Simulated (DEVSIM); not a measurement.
System: Pt/La2O3/p-GaAs capacitor, at 300 K.

```tsv
layer (left to right)	material	thickness (nm)	Na (cm⁻³)
1	La2O3	5.20	-
2	GaAs	480	1.8e18
```

Metal gate on the left, work function 5.6 eV. Fixed charge at the semiconductor interface 0 cm⁻² (in units of +e); no interface traps.

This is a model device: material constants are rounded textbook-type values typed into the input, and sizes, dopings and lifetimes were drawn at random. Values at 300 K.

| parameter | La2O3 | GaAs |
|---|---|---|
| gap (eV) | 5.8 | 1.424 |
| affinity (eV) | 1.8 | 4.07 |
| permittivity | 27 | 12.9 |
| Nc (cm⁻³) | - | 4.7e17 |
| Nv (cm⁻³) | - | 9e18 |

Simulated with DEVSIM: 1D Poisson equation in equilibrium, Boltzmann statistics, complete ionisation; no quantum confinement or tunnelling. Metal contacts follow the ideal Schottky-Mott rule: no Fermi-level pinning, no interface dipoles.

The La2O3 thickness was swept, all else fixed.

```csv
La2O3 thickness (μm),capacitance of the dielectric stack (μF/cm²),minimum of the low-frequency capacitance (μF/cm²)
0.0021,11.4,0.353
0.0029,8.24,0.352
0.0036,6.64,0.345
0.0044,5.43,0.341
0.0052,4.60,0.339
0.0062,3.86,0.333
```

From the first row to the last the capacitance of the dielectric stack goes from 11.4 to 3.86. From the first row to the last the minimum of the low-frequency capacitance goes from 0.353 to 0.333.
